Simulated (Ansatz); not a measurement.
In2O3 (Pbca, No. 61, 40 atoms in the cell; start mp-1194571; a measured phase of this formula has another space group) was calculated with LDA (plane waves, PAW; Ansatz, a first-principles code).

Settings: plane-wave cutoff 520 eV, 6×6×2 k mesh (along the axes of the cell as run), Fermi–Dirac smearing 0.01 eV, scalar-relativistic PAW data made under PBE.

Cell (relaxed at this level):

```cif
data_In16O24
_chemical_formula_sum 'In16 O24'
_space_group_name_H-M_alt 'P 1'
_space_group_IT_number 1
_cell_length_a 5.46814
_cell_length_b 5.63640
_cell_length_c 15.78474
_cell_angle_alpha 90.000
_cell_angle_beta 90.000
_cell_angle_gamma 90.000
loop_
_space_group_symop_operation_xyz
  'x, y, z'
loop_
_atom_site_label
_atom_site_type_symbol
_atom_site_fract_x
_atom_site_fract_y
_atom_site_fract_z
_atom_site_occupancy
In1 In 0.50006 0.79500 0.57042 1
In2 In 0.49994 0.20500 0.42958 1
In3 In 0.99994 0.20500 0.07042 1
In4 In 0.00006 0.79500 0.92958 1
In5 In 0.00006 0.70500 0.42958 1
In6 In 0.99994 0.29500 0.57042 1
In7 In 0.49994 0.29500 0.92958 1
In8 In 0.50006 0.70500 0.07042 1
In9 In 0.49779 0.74179 0.81787 1
In10 In 0.50221 0.25821 0.18213 1
In11 In 0.00221 0.25821 0.31787 1
In12 In 0.99779 0.74179 0.68213 1
In13 In 0.99779 0.75821 0.18213 1
In14 In 0.00221 0.24179 0.81787 1
In15 In 0.50221 0.24179 0.68213 1
In16 In 0.49779 0.75821 0.31787 1
O1 O 0.85964 0.87694 0.79842 1
O2 O 0.14036 0.12306 0.20158 1
O3 O 0.64036 0.12306 0.29842 1
O4 O 0.35964 0.87694 0.70158 1
O5 O 0.35964 0.62306 0.20158 1
O6 O 0.64036 0.37694 0.79842 1
O7 O 0.14036 0.37694 0.70158 1
O8 O 0.85964 0.62306 0.29842 1
O9 O 0.70668 0.52249 0.62484 1
O10 O 0.29332 0.47751 0.37516 1
O11 O 0.79332 0.47751 0.12484 1
O12 O 0.20668 0.52249 0.87516 1
O13 O 0.20668 0.97751 0.37516 1
O14 O 0.79332 0.02249 0.62484 1
O15 O 0.29332 0.02249 0.87516 1
O16 O 0.70668 0.97751 0.12484 1
O17 O 0.64621 0.65798 0.94738 1
O18 O 0.35379 0.34202 0.05262 1
O19 O 0.85379 0.34202 0.44738 1
O20 O 0.14621 0.65798 0.55262 1
O21 O 0.14621 0.84202 0.05262 1
O22 O 0.85379 0.15798 0.94738 1
O23 O 0.35379 0.15798 0.55262 1
O24 O 0.64621 0.84202 0.44738 1
```

What does this level give for the band gap?


* **band gap**: 1.21 eV

Spin–orbit coupling is not included.

Computed values are for the static lattice.

A start named mp-… is a Materials Project structure, which need not be a measured phase.
